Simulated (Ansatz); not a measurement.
Consider a periodic stack without vacuum, fcc Ir (0 0 1) on ceria (0 0 1) (film strained to the substrate, started from cuts of the bulks and a machine-learned relaxation; slabs Ce6O10 and Ir12, which can lie off the formulas): substrate slab Ce6O10, film Ir12, surface cells [[1, 0], [1, 1]] and [[0, -1], [2, 1]], film strained by -0.2 and -0.2 %, outermost planes Ce/Ce and Ir/Ir as cut, which need not be the usual terminations and can put a slab off its formula. Its start:

```xyz
28
Lattice="3.8640 0.0000 0.0022 0.0000 3.8640 0.0022 -0.3056 1.6263 28.0181" Properties=species:S:1:pos:R:3 pbc="T T T"
Ce     0.0022     3.8802     3.9127
Ce     1.9345     1.9555     1.2730
Ce     0.0020     3.8699     9.3313
Ce     1.9354     1.9393     6.6232
Ce    -0.0144     3.8708    14.6814
Ce     1.9251     1.9391    12.0418
O      1.9341     3.8812     2.4092
O      0.0020     1.9546     2.4098
O      1.9360     3.8693     7.9783
O      0.0041     1.9372     7.9761
O      0.0030     1.9426     5.1916
O      1.9346     3.8733     5.1929
O      1.9239     3.8711    13.5474
O     -0.0134     1.9393    13.5425
O     -0.0013     1.9383    10.7607
O      1.9320     3.8706    10.7637
Ir     1.6196     3.8755    19.0682
Ir     3.5704     1.9420    19.0754
Ir     3.5600     3.8753    17.2232
Ir     1.6691     1.9428    17.0320
Ir     1.6237     3.8733    22.9279
Ir     3.5572     1.9325    22.9987
Ir     3.5584     3.8733    21.0477
Ir     1.6352     1.9448    20.9725
Ir     1.6239     3.8717    26.7524
Ir     3.5568     1.8979    26.9404
Ir     3.5569     3.8616    24.9115
Ir     1.6252     1.9485    24.8916
```

The start was prepared with a machine-learned potential, and the result is one local minimum, with the in-plane cell held and forces under 0.04 eV/Å; the film can end far from its bulk form.

These are PBE (plane waves to 420 eV, PAW; Ansatz, a first-principles code) values and carry that method's errors. Scalar-relativistic, without spin–orbit coupling; the runs are not spin-polarised; PBE gaps are too small against experiment; cerium has no Hubbard term. Its k-point mesh 8×8×1, Fermi–Dirac width 0.05 eV.

Task: Predict the relaxed interface.

Result: 
- interface area: 14.9 Å²
- period: 28.03 Å
- heights between the nearest atoms of the two slabs at the two interfaces: 2.51 and 2.51 Å
- Ce–Ir contacts across the interfaces within 1.22 times the sum of covalent radii: 8, mean 3.17 Å
